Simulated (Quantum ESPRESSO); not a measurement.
Several settings converged on MgB2 (P6mm, 3 atoms in the cell)

```xyz
3
Lattice="3.1054 0.0000 0.0000 -1.5527 2.6894 0.0000 0.0000 0.0000 3.5376" Properties=species:S:1:pos:R:3 pbc="T T T"
Mg     0.0000     0.0000     0.0500
B      0.0000     1.7929     1.7688
B      1.5527     0.8965     1.7688
```

Base method: PBEsol, SSSP 1.1.2 efficiency (PBE) pseudopotentials (plane waves; Quantum ESPRESSO).

Base settings: ecutwfc = 40 Ry; ecutrho = 320 Ry; occupations = smearing; smearing = fd; degauss = 0.0073499 Ry; input_dft = pbesol; potentials = {Mg: Mg.pbe-n-kjpaw_psl.0.3.0.UPF, B: b_pbe_v1.4.uspp.F.UPF}; K_POINTS = automatic 4 4 3 0 0 0; conv_thr = 1e-10 Ry; mixing_beta = 0.7.

The count of work is k-points × plane waves × bands × iterations; it is no time. 

**The cutoff for other potential files**

Level: DFT, PBEsol, plane waves, PSlibrary PAW (PBE, semicore) pseudopotentials.

In this ladder: pseudopotentials = {Mg: Mg.pbe-spn-kjpaw_psl.1.0.0.UPF, B: B.pbe-n-kjpaw_psl.1.0.0.UPF}. Moved along: ecutrho.

The second cell is the first with its lattice scaled by 0.98.

The mesh stays at the base's, so the ladder's end is converged at best in this setting alone.

Only quantities that move along the ladder and can be compared are tabulated.

| ecutwfc | free energy less the last step's (meV/atom) | energy of the compressed cell less the first (meV/atom) | pressure (GPa) | largest difference of a force vector from the last step's (eV/Å) | count of work / last |
|---|---|---|---|---|---|
| 50 Ry | 211.42 | 7.88 | -15.87 | 0.031 | 0.12 |
| 61 Ry | 45.46 | -2.06 | -9.62 | 0.013 | 0.13 |
| 77 Ry | 9.01 | -2.83 | -5.39 | 0.002 | 0.19 |
| 94 Ry | 5.84 | -3.11 | -5.49 | 0.000 | 0.26 |
| 110 Ry | 2.71 | -3.21 | -5.44 | 0.000 | 0.32 |
| 132 Ry | 1.21 | -3.24 | -5.35 | 0.000 | 0.51 |
| 165 Ry | 0.29 | -3.26 | -5.32 | 0.000 | 0.65 |
| 220 Ry | 0.00 | -3.26 | -5.31 | 0.000 | 1.0 |

Coarsest ecutwfc that holds the pressure within 0.05 GPa of the last step, with all finer ones: 132 Ry; the step before is off by 0.13 GPa.

Coarsest ecutwfc that holds the energy of the compressed cell less the first within 0.5 meV/atom of the last step, with all finer ones: 77 Ry, at 0.19 of the last step's count of work; the step before is off by 1.2 meV/atom.

Coarsest ecutwfc that holds the free energy within 2 meV/atom of the last step, with all finer ones: 132 Ry; the step before is off by 2.7 meV/atom.

The energy difference between the two cells stays within 1 meV/atom of the last step's from 77 Ry on, the total only from 165 Ry on: much of the error is common to both cells and cancels.

At the lowest cutoff the pressure lies 10.6 GPa under the last step's, the usual sign of Pulay stress in an incomplete plane-wave basis.

**The density cutoff**

The second cell is the first with its lattice scaled by 0.98.

The mesh stays at the base's, so the ladder's end is converged at best in this setting alone.

Only quantities that move along the ladder and can be compared are tabulated.

| ecutrho | free energy less the last step's (meV/atom) | energy of the compressed cell less the first (meV/atom) | pressure (GPa) |
|---|---|---|---|
| 80 Ry | -17.00 | -3.74 | -4.70 |
| 120 Ry | -0.57 | -5.33 | -5.80 |
| 160 Ry | -0.14 | -5.34 | -5.87 |
| 200 Ry | 0.01 | -5.36 | -5.87 |
| 240 Ry | 0.00 | -5.35 | -5.87 |
| 320 Ry | -0.01 | -5.34 | -5.87 |
| 400 Ry | 0.00 | -5.34 | -5.87 |
| 480 Ry | 0.00 | -5.34 | -5.87 |
| 640 Ry | 0.00 | -5.34 | -5.87 |

Coarsest ecutrho that holds the free energy within 2 meV/atom of the last step, with all finer ones: 120 Ry; the step before is off by 17 meV/atom.

Coarsest ecutrho that holds the pressure within 0.1 GPa of the last step, with all finer ones: 120 Ry; the step before is off by 1.2 GPa.

Coarsest ecutrho that holds the energy of the compressed cell less the first within 1 meV/atom of the last step, with all finer ones: 120 Ry; the step before is off by 1.6 meV/atom.

On the base run: the starting cell has typed, rounded lattice constants, without a prior relaxation at this level. Its lattice was rescaled by up to half a per cent. One atom was moved a little off its site on purpose. In the base run, with a pressure of about -6 GPa the cell is away from its equilibrium volume at this level. Without a gap this mesh is coarse (it stands for a supercell whose shortest vector is 11 Å).
